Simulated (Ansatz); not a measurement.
Ansatz (an electronic-structure program), DFT, LDA, plane waves, its default PAW files: FeGe (from the phase in space group 191, mp-22478) (Fe3Ge3), 6 atoms, spin-polarised from a ferromagnetic start (4 μB on Fe). Basis and mesh were picked for this test and aren't claimed converged.

```
Item                                                               Result
---------------------------------------  --------------------------------
cell                                     5.00, 5.00, 4.12 Å; 90, 90, 120°
task                                                         single point
k mesh                                                              6×6×6
hamiltonian.xc                                                        lda
kind of files                                                         paw
scf.occupations.method                                        fermi_dirac
scf.occupations.width                                             0.05 eV
output.forces                                                        true
magnetization.spin_polarized                                         true
binding of workers (--pin)                                            off
k-point pools (--kpoint-pools)                                          1
memory maximum (--max-ram)                                           8GiB
accuracy                                                 medium (default)
basis.precision                                            auto (default)
basis.xc_grid                                                 1 (default)
scf.eigensolver.kind                                       auto (default)
scf.convergence.dr2_threshold                             1e-07 (default)
scf.lower_state_search                                    light (default)
k-points after symmetry (for each spin)                                28
bands at the start                                                     62
electrons                                                              90
plane waves at Γ                                                     1699
cutoff (eV)                                                           420
FFT grid                                                         36×36×30
symmetry operations                                                    24
```

One run each.

All on 4 threads. Base settings, kept where nothing else is said: scf.mixing.algorithm = auto (default), scf.mixing.preconditioner = auto (default), scf.algorithm = auto (default) (scf.mixing.beta, scf.mixing.ndim, scf.mixing.q_tf, scf.mixing.beta_mag not set). The settings tried:
- scf.mixing.preconditioner = local_kerker
- scf.mixing.algorithm = broyden, scf.mixing.preconditioner = kerker, scf.mixing.q_tf = 0.5 1/Å
- scf.mixing.algorithm = broyden, scf.mixing.preconditioner = kerker, scf.mixing.q_tf = 1.5 1/Å
- scf.mixing.algorithm = broyden, scf.mixing.beta_mag = 0.3
- scf.mixing.algorithm = broyden, scf.mixing.beta = 0.3
- scf.mixing.preconditioner = kerker_dos
- scf.mixing.algorithm = broyden, scf.mixing.beta = 0.7
- scf.mixing.algorithm = msr1
- scf.mixing.algorithm = anderson
- scf.mixing.algorithm = broyden
- scf.mixing.algorithm = broyden, scf.mixing.beta = 0.1
- the base settings
- scf.mixing.preconditioner = none
- scf.mixing.algorithm = broyden, scf.mixing.preconditioner = kerker
- scf.mixing.algorithm = broyden, scf.mixing.beta_mag = 2
- scf.mixing.algorithm = broyden, scf.mixing.beta = 1
- scf.mixing.preconditioner = kerker
- scf.mixing.algorithm = broyden, scf.mixing.preconditioner = none
- scf.mixing.algorithm = anderson, scf.mixing.ndim = 1
- scf.mixing.ndim = 16
- scf.algorithm = direct_min
- scf.mixing.ndim = 4
- scf.mixing.preconditioner = ldos
- scf.mixing.algorithm = anderson, scf.mixing.ndim = 16
- scf.mixing.algorithm = anderson, scf.mixing.ndim = 4
- scf.mixing.preconditioner = resta

Which settings need the fewest SCF iterations (all cycles of the run, searches included), which the most, and do any fail to converge?

Fewest SCF iterations (all cycles of the run, searches included), with those close behind: scf.algorithm = direct_min (10); scf.mixing.preconditioner = ldos (11); scf.mixing.preconditioner = local_kerker (12); scf.mixing.preconditioner = none (13); scf.mixing.preconditioner = resta (13). Most among those that reach the base run's result: scf.mixing.algorithm = anderson, scf.mixing.ndim = 1 (64). All converged.

```tsv
setting	SCF iterations (all cycles of the run, searches included)	applications of H to a band	end
scf.algorithm = direct_min	10	536335	converged
scf.mixing.preconditioner = ldos	11	71898	converged
scf.mixing.preconditioner = local_kerker	12	82084	converged
scf.mixing.preconditioner = none	13	88855	converged
scf.mixing.preconditioner = resta	13	88855	converged
scf.mixing.preconditioner = kerker_dos	15	90023	converged
scf.mixing.algorithm = broyden, scf.mixing.preconditioner = none	15	94055	converged
scf.mixing.algorithm = broyden, scf.mixing.preconditioner = kerker, scf.mixing.q_tf = 0.5 1/Å	15	95318	converged
scf.mixing.algorithm = broyden, scf.mixing.preconditioner = kerker, scf.mixing.q_tf = 1.5 1/Å	15	85455	converged
the base settings	16	97055	converged
scf.mixing.algorithm = msr1	16	97055	converged
scf.mixing.preconditioner = kerker	16	97055	converged
scf.mixing.ndim = 16	16	96996	converged
scf.mixing.ndim = 4	17	98249	converged
scf.mixing.algorithm = broyden, scf.mixing.beta = 0.7	18	113513	converged
scf.mixing.algorithm = broyden, scf.mixing.beta_mag = 0.3	19	100361	converged
scf.mixing.algorithm = broyden, scf.mixing.beta = 1	20	138382	converged
scf.mixing.algorithm = anderson, scf.mixing.ndim = 16	20	119275	converged
scf.mixing.algorithm = broyden	21	126153	converged
scf.mixing.algorithm = anderson	21	125908	converged
scf.mixing.algorithm = broyden, scf.mixing.preconditioner = kerker	21	126153	converged
scf.mixing.algorithm = broyden, scf.mixing.beta = 0.3	21	126153	converged
scf.mixing.algorithm = broyden, scf.mixing.beta_mag = 2	27	150047	converged
scf.mixing.algorithm = anderson, scf.mixing.ndim = 4	29	151232	converged
scf.mixing.algorithm = broyden, scf.mixing.beta = 0.1	32	181323	converged
scf.mixing.algorithm = anderson, scf.mixing.ndim = 1	64	240059	converged
```

An iteration's cost differs between solvers, so these counts don't give the time.

Keys are those of Ansatz 0.2.
